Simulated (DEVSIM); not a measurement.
Device: GaN p-n junction from an implanted or diffused profile, at 300 K.

```csv
layer (left to right),material,thickness (μm),Nd (cm⁻³),τn (s),τp (s)
1,GaN,21.0,2e16,7.8e-8,2.3e-6
```

Added acceptor profile: 3.3e18 cm⁻³ × exp(−(x − 0.069 μm)²/(2·(0.11 μm)²)). Left contact: ohmic. Right contact: ohmic. Voltage is applied to the left contact. Recombination: SRH at mid-gap, radiative. Mobility is constant in doping.

Constants are typed, rounded textbook-type inputs, not results; the design itself was drawn at random and stands for no fabricated device. Values at 300 K.

```
parameter         GaN
-------------  ------
gap (eV)         3.43
affinity (eV)     4.1
permittivity      9.5
Nc (cm⁻³)      2.3e18
Nv (cm⁻³)      4.6e19
μn (cm²/Vs)      1200
μp (cm²/Vs)       100
B (cm³/s)       1e-11
```

DEVSIM, 1D drift-diffusion, Boltzmann statistics, complete ionisation; no tunnelling, impact ionisation, image-force lowering or self-heating.

Question: Tabulate band edges, carrier densities and field at 3.1 V on the left contact.

Answer: Energies count from the Fermi level of the right contact; mesh points crowd at the junctions.

```json
[
 {"x (μm)": "0.000", "Ec (eV)": "0.257", "Ev (eV)": "-3.173", "n (cm⁻³)": "< 1e2", "p (cm⁻³)": "2.7e18", "field (V/cm)": "1400"},
 {"x (μm)": "0.02176", "Ec (eV)": "0.259", "Ev (eV)": "-3.171", "n (cm⁻³)": "7.0e12", "p (cm⁻³)": "3.0e18", "field (V/cm)": "1000"},
 {"x (μm)": "0.05053", "Ec (eV)": "0.261", "Ev (eV)": "-3.169", "n (cm⁻³)": "1.6e13", "p (cm⁻³)": "3.2e18", "field (V/cm)": "400"},
 {"x (μm)": "0.08856", "Ec (eV)": "0.261", "Ev (eV)": "-3.169", "n (cm⁻³)": "2.9e13", "p (cm⁻³)": "3.2e18", "field (V/cm)": "-420"},
 {"x (μm)": "0.1579", "Ec (eV)": "0.253", "Ev (eV)": "-3.177", "n (cm⁻³)": "6.8e13", "p (cm⁻³)": "2.4e18", "field (V/cm)": "-1900"},
 {"x (μm)": "0.2305", "Ec (eV)": "0.234", "Ev (eV)": "-3.196", "n (cm⁻³)": "1.8e14", "p (cm⁻³)": "1.1e18", "field (V/cm)": "-3500"},
 {"x (μm)": "0.3132", "Ec (eV)": "0.196", "Ev (eV)": "-3.234", "n (cm⁻³)": "8.5e14", "p (cm⁻³)": "2.6e17", "field (V/cm)": "-5600"},
 {"x (μm)": "0.4210", "Ec (eV)": "0.126", "Ev (eV)": "-3.304", "n (cm⁻³)": "1.3e16", "p (cm⁻³)": "1.7e16", "field (V/cm)": "-4800"},
 {"x (μm)": "0.5046", "Ec (eV)": "0.108", "Ev (eV)": "-3.322", "n (cm⁻³)": "2.6e16", "p (cm⁻³)": "8.5e15", "field (V/cm)": "-540"},
 {"x (μm)": "0.5880", "Ec (eV)": "0.106", "Ev (eV)": "-3.324", "n (cm⁻³)": "2.8e16", "p (cm⁻³)": "7.9e15", "field (V/cm)": "-23"},
 {"x (μm)": "0.7443", "Ec (eV)": "0.106", "Ev (eV)": "-3.324", "n (cm⁻³)": "2.8e16", "p (cm⁻³)": "7.8e15", "field (V/cm)": "≈ 0"},
 {"x (μm)": "1.282", "Ec (eV)": "0.107", "Ev (eV)": "-3.323", "n (cm⁻³)": "2.8e16", "p (cm⁻³)": "7.6e15", "field (V/cm)": "≈ 0"},
 {"x (μm)": "2.307", "Ec (eV)": "0.107", "Ev (eV)": "-3.322", "n (cm⁻³)": "2.7e16", "p (cm⁻³)": "7.2e15", "field (V/cm)": "≈ 0"},
 {"x (μm)": "4.616", "Ec (eV)": "0.109", "Ev (eV)": "-3.321", "n (cm⁻³)": "2.6e16", "p (cm⁻³)": "6.3e15", "field (V/cm)": "≈ 0"},
 {"x (μm)": "12.44", "Ec (eV)": "0.115", "Ev (eV)": "-3.315", "n (cm⁻³)": "2.3e16", "p (cm⁻³)": "3.3e15", "field (V/cm)": "≈ 0"},
 {"x (μm)": "17.06", "Ec (eV)": "0.119", "Ev (eV)": "-3.311", "n (cm⁻³)": "2.2e16", "p (cm⁻³)": "1.6e15", "field (V/cm)": "≈ 0"},
 {"x (μm)": "19.20", "Ec (eV)": "0.121", "Ev (eV)": "-3.309", "n (cm⁻³)": "2.1e16", "p (cm⁻³)": "7.6e14", "field (V/cm)": "≈ 0"},
 {"x (μm)": "20.18", "Ec (eV)": "0.122", "Ev (eV)": "-3.308", "n (cm⁻³)": "2.0e16", "p (cm⁻³)": "3.5e14", "field (V/cm)": "≈ 0"},
 {"x (μm)": "20.72", "Ec (eV)": "0.122", "Ev (eV)": "-3.308", "n (cm⁻³)": "2.0e16", "p (cm⁻³)": "1.2e14", "field (V/cm)": "10"},
 {"x (μm)": "20.88", "Ec (eV)": "0.123", "Ev (eV)": "-3.308", "n (cm⁻³)": "2.0e16", "p (cm⁻³)": "5.0e13", "field (V/cm)": "10"},
 {"x (μm)": "20.96", "Ec (eV)": "0.123", "Ev (eV)": "-3.307", "n (cm⁻³)": "2.0e16", "p (cm⁻³)": "1.8e13", "field (V/cm)": "10"},
 {"x (μm)": "21.00", "Ec (eV)": "0.123", "Ev (eV)": "-3.307", "n (cm⁻³)": "2.0e16", "p (cm⁻³)": "< 1e2", "field (V/cm)": "10"}
]
```
